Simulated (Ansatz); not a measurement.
Take CdS in the wurtzite structure (space group P6_3mc, No. 186; a = 4.1962 Å, c = 6.8295 Å) as the base. Axes: x lies along a and z along c of the hexagonal cell.

Now apply this change: compressive biaxial strain of 0.40 % in the plane normal to [001], as in epitaxy on a mismatched substrate; the out-of-plane cell vector and the atoms relax.

Levels (all Ansatz, an electronic-structure program, PAW): PBE (420 eV, scalar-relativistic without spin-orbit coupling); PBE+SOC (420 eV, with spin-orbit coupling).

The geometry is relaxed with PBE.

| Property | Value |
|---|---|
| PBE valence-band top at Γ | 0.00, 0.00, -0.06 eV |
| PBE band gap | 1.11 eV |
| PBE electron mass | 0.12 mₑ out of plane, 0.13 mₑ in plane (at Γ) |

With PBE+SOC at the same geometry, the valence-band top at Γ (three highest Kramers pairs, from the VBM) goes from 0.00, 0.00, -0.06 eV to 0.00, -0.02, -0.09 eV; the band gap shrinks by 0.02 eV (1.11 eV → 1.09 eV); the electron mass remains 0.12 mₑ out of plane, 0.13 mₑ in plane (at Γ).

Single points use the geometry relaxed with PBE. Differences between runs with and without spin-orbit coupling are approximate. Masses are band curvatures over ±0.01 Å⁻¹ around the edge. Stability against distortions was not tested.
